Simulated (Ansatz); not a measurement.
# A computed series for SiS2: pressure series

The reference is SiS2 (space group Ibam, No. 72; made of chains).

```
SiS2
1.0
   -3.00927     4.69776     2.77242
    3.00927    -4.69776     2.77242
    3.00927     4.69776    -2.77242
S Si
4 2
Cartesian
  1.83812   3.56508   2.77242
  1.17115  -1.13268   2.77242
  1.83812   5.83044   0.00000
  1.17115   1.13268   0.00000
  0.00000   0.00000   4.15863
  0.00000   0.00000   1.38621
```

Cell and atoms are relaxed at each pressure.

The values are results of PBEsol (Ansatz, a program for electronic structure, PAW, without spin-orbit coupling), not measurements.

```json
[
 {"change": "base", "band gap": "2.80 eV", "smallest direct gap": "2.94 eV", "shortest interatomic distance": "2.139 Å"},
 {"change": "pressure 0.9 GPa", "band gap": "2.55 eV", "smallest direct gap": "2.78 eV", "shortest interatomic distance": "2.136 Å"},
 {"change": "pressure 2.1 GPa", "band gap": "2.37 eV", "smallest direct gap": "2.68 eV", "shortest interatomic distance": "2.132 Å"},
 {"change": "pressure 4.5 GPa", "band gap": "2.20 eV", "smallest direct gap": "2.60 eV", "shortest interatomic distance": "2.125 Å"},
 {"change": "pressure 9 GPa", "band gap": "2.04 eV", "smallest direct gap": "2.10 eV", "shortest interatomic distance": "2.114 Å"},
 {"change": "pressure 15 GPa", "band gap": "1.45 eV", "smallest direct gap": "–", "shortest interatomic distance": "2.102 Å"}
]
```

Load acts through the strain it causes; cell and atoms are relaxed under it. Whether these cells are dynamically stable was not tested. Competing high-pressure phases were not computed. No dispersion term is included in the PBEsol runs.
